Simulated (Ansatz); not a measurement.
Results of r²SCAN+SOC (Ansatz, a first-principles code, PAW) for SrO (P6₃/mmc, No. 194, 4 atoms in the cell; start mp-754824; a measured phase of this formula has another space group).

Settings: plane-wave cutoff 560 eV, 12×12×8 k mesh (along the axes of the cell as run), Fermi–Dirac smearing 0.01 eV, PAW data made under PBE.

Cell (relaxed with PBEsol):

```
SrO
1.0
    4.23597     0.00000     0.00000
   -2.11798     3.66846     0.00000
    0.00000     0.00000     5.10914
Sr O
2 2
Direct
  0.33333   0.66667   0.93751
  0.66667   0.33333   0.43751
  0.33333   0.66667   0.43749
  0.66667   0.33333   0.93749
```

### Question
Give the computed band gap.

### Answer

band gap: 3.11 eV (direct)

Note: cell and atoms aren't relaxed at this level (pressure 1.8 GPa).

Computed values are for the static lattice.

A start named mp-… is a Materials Project structure, which need not be a measured phase.
